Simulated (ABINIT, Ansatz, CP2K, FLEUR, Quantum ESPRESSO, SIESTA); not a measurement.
One structure in several programs: MoS₂ (P6_3/mmc, 6 atoms in the cell)

Self-consistent single point, at a second geometry (lattice scaled by 0.98). First geometry:

```
MoS2
1.0
    3.15039     0.00000     0.00000
   -1.57519     2.72832     0.00000
    0.00000     0.00000    13.03343
Mo S
2 4
Cartesian
  0.00000   0.00000   3.25836
  0.00000   0.00000   9.77507
  0.00000   1.81888   4.79291
  1.57520   0.90944   8.24052
  1.57520   0.90944  11.30963
  0.00000   1.81888   1.72380
```

Shared settings, as Ansatz (a quantum-chemistry and plane-wave program) writes them: kpoints.mp_grid.grid = 8 8 2; scf.occupations.method = fixed. Potentials and cutoffs stand in the table.

| code | model | ΔF from the first geometry (meV/atom) | pressure (GPa) | largest force (eV/Å) | cutoff |
|---|---|---|---|---|---|
| ABINIT | PBE, norm-conserving pseudopotentials (PseudoDojo nc-sr-05 PBE standard) | 78.9 | 17.28 | 1.926 | 80 Ry |
| FLEUR | PBE, all-electron FLAPW (FLEUR), scalar-relativistic valence | 80.2 | – | 1.933 | Kmax 4 1/bohr |
| Ansatz | PBE, default PAW files | 78.4 | 17.18 | 1.916 | default |
| Quantum ESPRESSO | PBE, PseudoDojo standard norm-conserving (PBE) pseudopotentials | 78.9 | 17.28 | 1.926 | 80 Ry |
| SIESTA | GGA PBE, numerical atomic orbitals TZP, PseudoDojo PBE standard norm-conserving potentials (rewritten from UPF to PSML) | 91.1 | 19.33 | 2.285 | grid 400 Ry |
| CP2K | PBE, GPW, DZVP-MOLOPT-SR-GTH basis, GTH-PBE potentials (GTH_POTENTIALS) | 79.6 | 17.51 | 2.046 | grid 500 Ry |

A dash marks a value that a program does not give, or that is left out as unsure.

On Ansatz's run: spin polarisation is off.

The spread over the programs that give each value: ΔF from the first geometry within 12.7 meV/atom; pressure within 2.15 GPa; largest force within 0.369 eV/Å.

SIESTA and CP2K use small atom-centred bases, whose incompleteness enters pressures, forces and empty levels differently from a plane-wave cutoff. FLEUR treats all electrons, but the usual bases taken here (sphere radii, linearisation, local orbitals, empty states) were not tested for convergence, so the values are no reference for the others. Ansatz's pressure is given at a fixed set of plane waves, as the other plane-wave codes print theirs. In the pressure, SIESTA (by 2.05) lies more than 1 GPa from the median of the plane-wave programs. In the force vectors, SIESTA (by 0.359) and CP2K (by 0.120) lie more than 0.08 eV/Å from the median of the plane-wave programs.

This mesh misses zone-boundary points where a band edge of such crystals can lie, so no gaps are given.

The starting cell comes from a database of computed structures (which also holds hypothetical and non-ambient phases and stackings), without a prior relaxation at this level. Its lattice was rescaled by a random factor within 2.5 % of one. For this run, on top of that: lattice scaled by 0.98.

Keys are those of Ansatz 0.2.
